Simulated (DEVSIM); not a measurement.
Device: abrupt InP p-n junction, at 300 K.

Layer 1 from the left is InP, thickness (μm) 1.30, Na (cm⁻³) 8.8e15, τn (s) 1.2e-9, τp (s) 1.2e-9. Layer 2 from the left is InP, thickness (μm) 130, Nd (cm⁻³) 5.9e16, τn (s) 1.2e-9, τp (s) 1.2e-9.

Left contact: ohmic. Right contact: ohmic. Voltage is applied to the left contact. Recombination: SRH at mid-gap. Mobility is constant in doping.

Constants are typed, rounded textbook-type inputs, not results; the design itself was drawn at random and stands for no fabricated device. Values at 300 K.

InP: gap (eV) 1.344, affinity (eV) 4.38, permittivity 12.5, Nc (cm⁻³) 5.7e17, Nv (cm⁻³) 1.1e19, μn (cm²/Vs) 5200, μp (cm²/Vs) 170.

Model (solved in DEVSIM): 1D drift-diffusion, Boltzmann statistics, complete ionisation; no tunnelling, impact ionisation, image-force lowering or self-heating.

Problem. What does the simulation give for the dark forward voltage at 1 A/cm², the largest field in the device at zero bias, the potential step across the device at zero bias?

Solution. dark forward voltage at 1 A/cm² 0.857 V; largest field in the device at zero bias 48000 V/cm; potential step across the device at zero bias 1.101 V.
